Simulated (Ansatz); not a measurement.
A computed series for BN: pressure series

Take BN (space group R3m, No. 160; a = 2.5002 Å, c = 9.7570 Å (hexagonal axes); a cell from a computed database, its experimental status unchecked; layered, stacked along the Cartesian z axis) as the base.

Cell and atoms are relaxed at each pressure.

Computed with r2SCAN+rVV10 (Ansatz, a first-principles code; PAW; 500 eV plane waves; no spin-orbit coupling).

```tsv
P (GPa)	V (Å³/atom)
0.70	8.648
1.49	8.497
3.00	8.274
5.00	8.040
7.50	7.808
10.01	7.617
```

Fit a third-order Birch–Murnaghan equation of state.

Least squares on P(V) = (3B₀/2)[(V₀/V)^(7/3) − (V₀/V)^(5/3)]·[1 + (3/4)(B₀′ − 4)((V₀/V)^(2/3) − 1)] gives V₀ = 8.80 Å³/atom, B₀ = 37 GPa and B₀′ = 9.2.

Load acts through the strain it causes; cell and atoms are relaxed under it. Stability against distortions was not tested. Competing high-pressure phases were not computed.
